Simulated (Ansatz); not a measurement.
## Short convergence ladders for a (001) slab of ZrTiTe4 (cut from a parent of space group no. 10; 12 atoms in the cell)

```yaml
crystal:
  lattice:
    - [6.77217, 0.00000, 0.00000]
    - [0.00000, 3.91310, 0.00000]
    - [0.00000, 0.00000, 24.34888]
  atoms:
    - { symbol: Zr, position: [0.49587, 0.50000, 0.35938] }
    - { symbol: Ti, position: [0.99587, 0.00000, 0.35938] }
    - { symbol: Te, position: [0.83979, 0.50000, 0.42886] }
    - { symbol: Te, position: [0.15195, 0.50000, 0.28990] }
    - { symbol: Te, position: [0.31908, 0.00000, 0.43127] }
    - { symbol: Te, position: [0.67266, 0.00000, 0.28749] }
    - { symbol: Zr, position: [0.49380, 0.50000, 0.64062] }
    - { symbol: Ti, position: [0.99381, 0.00000, 0.64062] }
    - { symbol: Te, position: [0.83773, 0.50000, 0.71010] }
    - { symbol: Te, position: [0.14988, 0.50000, 0.57114] }
    - { symbol: Te, position: [0.31702, 0.00000, 0.71251] }
    - { symbol: Te, position: [0.67059, 0.00000, 0.56873] }
```

Base method: PBEsol, default PAW files made with PBE (plane waves; Ansatz, a first-principles code).

Base settings: basis.ecutwfc = 420 eV; kpoints.mp_grid.grid = 3 4 1; hamiltonian.xc = pbesol; hamiltonian.pseudopotentials = {kind: paw} (the program's default PAW files); scf.occupations.method = gaussian; scf.occupations.width = 0.1 eV.

The count of work is k-points × plane waves × bands × iterations; it is no time. 

**The vacuum**

The mesh stays at the base's, so the ladder's end is converged at best in this setting alone.

Only quantities that move along the ladder and can be compared are tabulated.

| vacuum between outermost atoms (Å) | free energy less the last step's (meV/atom) | largest difference of a force vector from the last step's (eV/Å) | count of work / last |
|---|---|---|---|
| 3.0 | -20.26 | 0.090 | 0.29 |
| 4.0 | -4.26 | 0.051 | 0.36 |
| 5.0 | 0.36 | 0.009 | 0.38 |
| 6.0 | 0.43 | 0.004 | 0.41 |
| 7.0 | 0.20 | 0.002 | 0.43 |
| 8.0 | 0.08 | 0.001 | 0.46 |
| 10.0 | 0.01 | 0.000 | 0.51 |
| 12.0 | 0.00 | 0.000 | 0.55 |
| 14.0 | 0.00 | 0.000 | 0.60 |
| 17.0 | 0.00 | 0.000 | 0.68 |
| 20.0 | 0.00 | 0.000 | 0.75 |
| 25.0 | 0.00 | 0.000 | 0.88 |
| 30.0 | 0.00 | 0.000 | 1.0 |

Smallest vacuum between outermost atoms (Å) that holds the free energy within 1 meV/atom of the last step, with all finer ones: 5.0, at 0.38 of the last step's count of work; the step before is off by 4.3 meV/atom.

Smallest vacuum between outermost atoms (Å) that holds the forces within 0.005 eV/Å of the last step, with all finer ones: 6.0, at 0.41 of the last step's count of work; the step before is off by 0.009 eV/Å.

**The k-point mesh**

Only quantities that move along the ladder and can be compared are tabulated.

| kpoints.mp_grid.grid | free energy less the last step's (meV/atom) | largest difference of a force vector from the last step's (eV/Å) |
|---|---|---|
| 1 2 1 | 136.97 | 0.468 |
| 2 2 1 | 138.23 | 0.266 |
| 2 3 1 | 21.22 | 0.177 |
| 2 4 1 | -1.35 | 0.132 |
| 3 4 1 | 2.51 | 0.090 |
| 3 5 1 | -2.94 | 0.036 |
| 4 6 1 | -2.49 | 0.018 |
| 4 7 1 | -2.08 | 0.021 |
| 5 8 1 | -0.63 | 0.015 |
| 6 10 1 | 0.02 | 0.011 |
| 7 12 1 | 0.25 | 0.006 |
| 8 14 1 | 0.22 | 0.003 |
| 9 16 1 | 0.07 | 0.003 |
| 11 19 1 | 0.03 | 0.002 |
| 13 22 1 | 0.00 | 0.000 |

Coarsest kpoints.mp_grid.grid that holds the free energy within 1 meV/atom of the last step, with all finer ones: 5 8 1; the step before is off by 2.1 meV/atom.

Coarsest kpoints.mp_grid.grid that holds the forces within 0.01 eV/Å of the last step, with all finer ones: 7 12 1; the step before is off by 0.011 eV/Å.

**The plane-wave cutoff**

The mesh stays at the base's, so the ladder's end is converged at best in this setting alone.

Only quantities that move along the ladder and can be compared are tabulated.

| basis.ecutwfc | free energy less the last step's (meV/atom) | largest difference of a force vector from the last step's (eV/Å) | count of work / last |
|---|---|---|---|
| 210 eV | 4139.50 | 0.133 | 0.17 |
| 250 eV | 761.75 | 0.127 | 0.20 |
| 295 eV | 84.59 | 0.006 | 0.23 |
| 355 eV | 3.60 | 0.001 | 0.27 |
| 420 eV | 0.99 | 0.001 | 0.35 |
| 505 eV | 0.27 | 0.000 | 0.47 |
| 630 eV | 0.10 | 0.000 | 0.65 |
| 840 eV | 0.00 | 0.000 | 1.0 |

Coarsest basis.ecutwfc that holds the free energy within 0.5 meV/atom of the last step, with all finer ones: 505 eV; the step before is off by 0.99 meV/atom.

Coarsest basis.ecutwfc that holds the forces within 0.01 eV/Å of the last step, with all finer ones: 295 eV, at 0.23 of the last step's count of work; the step before is off by 0.13 eV/Å.

On the base run: the starting cell comes from a database of computed structures (which also holds hypothetical and non-ambient phases and stackings), without a prior relaxation at this level. The slab is cut from that crystal, and its faces are unrelaxed. Its lattice was rescaled by up to half a per cent. Spin polarisation is off, so a magnetic state, if there is one, cannot be reached. Without a gap this mesh is coarse (it stands for a supercell whose shortest in-plane vector is 16 Å).

Left out of this page: 1 run of the series outside the window shown, repeating another row's setting, or not comparable.

Keys are those of Ansatz 0.2.
